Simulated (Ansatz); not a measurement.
Start from Mg in the hcp (Mg type) structure (space group P6_3/mmc, No. 194; a = 3.175 Å, c = 5.163 Å; relaxed with 0.1 eV smearing). Axes: x lies along a and z along c of the hexagonal cell.

Computed with PBEsol/PAW in Ansatz (a first-principles code), without spin-orbit coupling.

It is then changed as follows: uniaxial strain ε_zz = +4.33 %, all other strain components held at zero; the atoms relax in the strained cell.

Q: Predict the stress tensor and what it implies for the stiffness.

A: Stress of the strained cell less that of the base (GPa, compression positive):
```
   -0.7     0.0     0.0
    0.0    -0.7     0.0
    0.0     0.0    -2.6
```

Then −Δσ_ii/ε with ε = 0.0433 gives secant stiffness values (nonlinear terms included at this strain): C33 ≈ 61 GPa, C13 ≈ 17 GPa and C23 ≈ 17 GPa.

As a check, the harmonic strain energy −½ V₀ Δσ:ε is 8.0 meV/atom; the computed energy rise is 8.5 meV/atom.

Whether these cells are dynamically stable was not tested.
